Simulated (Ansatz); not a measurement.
Worked calculations on one periodic cell of amorphous Hf₁₈O₃₉Ga₂: Hf18O39Ga2, 59 atoms, volume 758.7 Å³, made by a melt-quench on the CHGNet potential and relaxed with DFT. O atoms were pushed apart under 1.9 Å during the dynamics, to hinder bonds among them. It is a model cell: composition and starting density were chosen by hand, and all elements were melted together. Cycles of charging were run to anneal it. Method: PBE, scalar-relativistic without spin-orbit coupling (plane waves to 420 eV, PAW; Ansatz, an electronic-structure program). Sampling: a 2×2×2 Γ-centred mesh; Fermi-Dirac width 0.02 eV; no spin polarisation. Its volume was held where the quench left it, its shape was free, and it stands at a mean pressure of 0.3 GPa with stress components up to 1.7 GPa; the relaxation ran on the zone centre alone. Its density went from a set 8.70 to 8.70 g/cm³. The cell is small and was quenched far faster than a real film, so it is one sample of the glass.

Task: Count formal charges (Hf +4, O -2, Ga +3). What does the count lead one to expect at the Fermi level, and what does the calculation give?

Result: 18 × (+4) + 39 × (-2) + 2 × (+3) = 0. The charges balance, so the anion-derived valence states can be full and a gap can open. On this mesh the highest filled and lowest empty level lie 4.04 eV apart, the PBE gap of this cell, with a localised state at one edge or both.

Four energies for an added electron at PBE on the zone centre alone (charged cells in a uniform background, spin-polarised): neutral at the neutral geometry -312769.949 eV; charged at the neutral geometry -312754.441 eV; charged and relaxed -312754.719 eV; neutral at the charged geometry -312769.338 eV.

Task: Find the two relaxation energies and their sum, the reorganisation energy.

Result: On charging: -312754.441 − (-312754.719) = 0.278 eV. On discharging: -312769.338 − (-312769.949) = 0.611 eV. The sum is 0.889 eV. The carrier's level spreads over 8 of the 59 atoms' worth, so it counts as partly localised, most on one Hf atom with neighbours O 1.94 Å, O 1.98 Å, O 2.01 Å, O 2.10 Å, O 2.19 Å (neutral geometry). The values are uncorrected: the image energy of a point charge in this cell, 2.84 × 14.40 / (2 × 9.1) = 2.2 eV before screening, is screened by electrons alone at the fixed geometry and by ions too after relaxing, and the carrier can be spread before it relaxes, so each term can be off by up to that value times 1/ε∞, some tenths of an eV. PBE's self-interaction favours spread-out carriers, so a hybrid can localise more.
